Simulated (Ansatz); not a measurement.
For ZnS (P3m1, No. 156, 28 atoms in the cell; start mp-556815; a measured phase of this formula has another space group), LDA (Ansatz, a first-principles code, PAW) gives:

| Item | Value |
|---|---|
| lattice constant a | 3.742 Å |
| c axis length | 42.890 Å |
| cohesive energy | 3.72 eV/atom |
| band gap | 2.15 eV |

**Question.** What does r²SCAN in Ansatz (plane waves, PAW) give for the same quantities?

**Answer.** 
- lattice constant a: 3.809 Å (grows by 1.8 %)
- lattice parameter c: 43.626 Å (increases by 1.7 %)
- cohesive energy: 3.19 eV/atom (drops by 0.53 eV/atom)
- band gap: 2.73 eV (increases by 0.58 eV)

Changes are worked out from the printed values.

Unless a cell is named, each level is at its own relaxed cell.

Density-functional gaps are differences of (generalised) Kohn–Sham levels.

Caveats: the relaxation could not lower the start's symmetry, so the cell can be a saddle point above a distorted one (LDA, r²SCAN). Ansatz's density-functional and Hartree–Fock values are scalar-relativistic unless marked +SOC, with PAW data made under PBE.

A start named mp-… is a Materials Project structure, which need not be a measured phase.
